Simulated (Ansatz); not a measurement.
The reference is Cu in the fcc (Cu type) structure (space group Fm-3m, No. 225; a = 3.564 Å).

Level of theory: PBEsol/PAW in Ansatz (a quantum-chemistry and plane-wave program), scalar-relativistic without spin-orbit coupling.

One change was made to it. Results:

The density goes up by 1.286 g/cm³, from 9.33 g/cm³ to 10.61 g/cm³; the shortest interatomic distance decreases by 0.106 Å to 2.414 Å.

Q: Which change produced these results?
(A) pressure 2.1 GPa
(B) pressure 30 GPa
(C) pressure 0.9 GPa
(D) pressure −2 GPa

A: B, pressure 30 GPa. For comparison, the density in the other runs: pressure 0.9 GPa gives 9.38 g/cm³; pressure −2 GPa gives 9.21 g/cm³; pressure 2.1 GPa gives 9.44 g/cm³.

Load acts through the strain it causes; cell and atoms are relaxed under it. No phonon test of stability was made. Competing high-pressure phases were not computed. All final runs are without spin polarisation.
